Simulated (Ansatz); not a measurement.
CsGeI3 (within 0.1 Å of R3m, No. 160, 5 atoms in the cell; start mp-28377), treated with r²SCAN+rVV10 (Ansatz, an electronic-structure program, PAW).

Run with plane-wave cutoff 500 eV, 8×8×8 k mesh, Fermi–Dirac smearing 0.05 eV, scalar-relativistic PAW data made under PBE.

Cell (relaxed at this level):

```xyz
5
Lattice="4.2477 -4.1627 0.0481 4.2477 4.1627 0.0481 -0.2488 0.0000 5.9418" Properties=species:S:1:pos:R:3 pbc="T T T"
Cs     7.5784     0.0000     3.6102
Ge     3.1740     0.0000     0.7792
I      3.3508     0.0000     3.5319
I      5.6083    -2.0953     0.6054
I      5.6083     2.0953     0.6054
```

What does this level give for the band gap?


band gap: 0.83 eV (on the SCF k mesh)

Spin–orbit coupling is not included; with these elements it can move the gap by several tenths of an eV or more.

Static lattice: no zero-point or thermal effects.

Computing time: very roughly 28 core-minutes.

A start named mp-… is a Materials Project structure, which need not be a measured phase.
